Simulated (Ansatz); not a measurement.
Consider Cd₃N₂ (space group P-3m1, No. 164; a = 3.666 Å, c = 6.370 Å; a hypothetical phase, not in the database extracts checked). Axes: x lies along a and z along c of the hexagonal cell.

One thing is altered: strain tensor (xx, yy, zz, yz, xz, xy) = (−1.19, +0.08, −2.03, +0.87, +0.17, +0.15) %; the atoms relax in the strained cell.

Levels (all Ansatz, a program for electronic structure, PAW): PBEsol (420 eV, spin-orbit coupling left out); r2SCAN (500 eV, spin-orbit coupling left out).

The geometry is relaxed with PBEsol.

- PBEsol pressure: 3.7 GPa

**Question.** What does r2SCAN give at this geometry for the pressure?

**Answer.** The pressure increases by 2.5 GPa to 6.2 GPa.

Single points use the geometry relaxed with PBEsol. Their cutoffs differ, which shifts pressures a little. Stability against distortions was not tested. The final runs are not spin-polarised.
